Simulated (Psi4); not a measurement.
Psi4 1.11, PBE/def2-svp: B(Me)2(tBu) (CB(C)C(C)(C)C), 22 atoms. The geometry is a generated start, not checked to be a minimum at this level.

```yaml
task: energy
method: pbe
basis: def2-svp
memory: 3 GB
maxiter: 100
keys_of_the_molecule_block: symmetry c1
scf_type: df (default)
e_convergence: 1e-06 (default)
d_convergence: 1e-06 (default)
dft_radial_points: 75 (default)
dft_spherical_points: 302 (default)
basis_functions: 173
grid_points: 460655
```

```xyz
22

B      0.9352    -0.2116     0.0764
C      1.9727     0.2538    -1.0147
H      2.8590    -0.3753    -1.0668
H      2.3183     1.2545    -0.7493
H      1.5600     0.3346    -2.0171
C      1.4404    -1.0601     1.3073
H      0.7736    -1.8842     1.5530
H      1.4688    -0.4264     2.1939
H      2.4392    -1.4699     1.1768
C     -0.6177     0.1727    -0.0461
C     -1.2962    -0.9969    -0.7883
C     -1.3073     0.3346     1.3168
C     -0.8730     1.4566    -0.8489
H     -2.3609    -0.7996    -0.9058
H     -1.1786    -1.9257    -0.2352
H     -0.8609    -1.1313    -1.7760
H     -1.2271    -0.5728     1.9087
H     -0.8560     1.1508     1.8770
H     -2.3652     0.5590     1.1831
H     -0.4096     2.3113    -0.3607
H     -0.4709     1.3775    -1.8554
H     -1.9436     1.6486    -0.9289
```

With the defaults (diis = true, scf_initial_accelerator = adiis, damping_percentage = 0, soscf = false, soscf_start_convergence = 0.01, diis_max_vecs = 10, guess = auto, which took SAD, level_shift = 0, level_shift_cutoff = 0.01) it converges in 9 SCF iterations. One run each on 2 threads, with these changes:
- soscf = true, soscf_start_convergence = 0.1
- guess = modhuckel
- diis_max_vecs = 3
- guess = sap
- diis = false, scf_initial_accelerator = none, damping_percentage = 60
- scf_initial_accelerator = ediis
- soscf = true
- diis_max_vecs = 6
- level_shift = 0.1, level_shift_cutoff = 0.001

**Question.** Name the settings that don't reach the solution of the defaults.

**Answer.** No convergence: diis = false, scf_initial_accelerator = none, damping_percentage = 60 (the run ends without SCF convergence in 100 iterations). The rest reach the solution of the defaults.

```tsv
setting	SCF iterations	JK calls	end
soscf = true, soscf_start_convergence = 0.1	6	22	same solution
soscf = true	7	23	same solution
level_shift = 0.1, level_shift_cutoff = 0.001	8	9	same solution
the defaults	9	10	same solution
scf_initial_accelerator = ediis	9	10	same solution
diis_max_vecs = 6	10	11	same solution
guess = modhuckel	10	25	same solution
guess = sap	11	11	same solution
diis_max_vecs = 3	14	15	same solution
diis = false, scf_initial_accelerator = none, damping_percentage = 60	100	101	no convergence
```

An SOSCF iteration holds several JK calls; a Hückel guess adds calls on atoms.
